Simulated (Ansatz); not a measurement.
Consider W vacancy in hexagonal WC, neutral cell. The step: a nearby W atom hops onto the vacant site; the atom moves 2.86 Å along (0.00, -0.98, 0.00) of the unit cell; the moving atom starts with neighbours 2 C at 2.18, 2 C at 2.21, 2 C at 2.22 Å and ends with 2 C at 2.18, 2 C at 2.21, 2 C at 2.22 Å. A PBE band in Ansatz (plane-wave PAW, a 3×3×3 k-point mesh shifted by half a step along c, 54 host sites, 27 SCF runs with any check of the saddle's order, static, no finite-size correction) gives a forward barrier of 3.86 eV. The saddle point's order was not checked, and it lies on a symmetry element of the cell, where a band can be held. Forms of the defect that were not tried may lie lower.

Single points at the band's start and saddle point can refine it. Rough cost of one point, in units of the band's mean SCF on the same machine:

```csv
Level,Cost of one point
"PBE, a 4×4×4 k-point mesh shifted by half a step along c",about 2
"r2SCAN at 500 eV, a 3×3×3 k-point mesh shifted by half a step along c",under 2
```

Problem. Which of these move the barrier by more than 0.1 eV, and how far does each move it?

Solution. Not one does. PBE, a 4×4×4 k-point mesh shifted by half a step along c: +0.02 eV; r2SCAN at 500 eV, a 3×3×3 k-point mesh shifted by half a step along c: +0.06 eV. Each functional is compared with PBE at the same k-points.

Ansatz is a program for electronic structure.
